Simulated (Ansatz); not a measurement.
By PBEsol, the system below comes out a metal.

Given:

```
CELL_PARAMETERS angstrom
      3.57410     0.00000     0.00000
      0.00000     3.92271     0.00000
      0.00000     1.96136     1.13239
ATOMIC_POSITIONS crystal
  Be 0.25000 0.66667 0.00000
  Be 0.75000 0.33333 0.00000
```

The cell is taken as given; by PBEsol it stands under a pressure of -1.6 GPa.

The current flows along the normal of the first two printed cell vectors, the (110) plane of the conventional cell. No spin-orbit coupling; the value is a mean over 0.1 eV about the Fermi level.

Q: Give the ballistic conductance per area that PBEsol (Ansatz, a first-principles code) yields.

A: 0.43 × 10¹⁵ S/m² for both spins.
